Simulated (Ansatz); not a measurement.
The starting structures come from a database of crystals and need not be the phases stable at ambient conditions.

By PBEsol, the system below comes out a metal.

Consider the following.

```
PtGe2
1.0
    5.74112     0.00000     0.00000
    0.00000     6.22163     0.00000
    0.00000     0.00000     2.98876
Ge Pt
4 2
Direct
  0.16961   0.62680   0.00000
  0.83039   0.37320   0.00000
  0.66961   0.87320   0.50000
  0.33039   0.12680   0.50000
  0.00000   0.00000   0.00000
  0.50000   0.50000   0.50000
```

Space group of this cell: Pnnm. The cell is taken as given; by PBEsol its mean pressure is -1.8 GPa.

The current flows along the normal of the first two printed cell vectors. No spin-orbit coupling; the value is a mean over 0.1 eV about the Fermi level.

### Question
Compute, with PBEsol run with Ansatz (a quantum-chemistry and plane-wave program), the ballistic conductance per area.

### Answer
0.44 × 10¹⁵ S/m² for both spins.
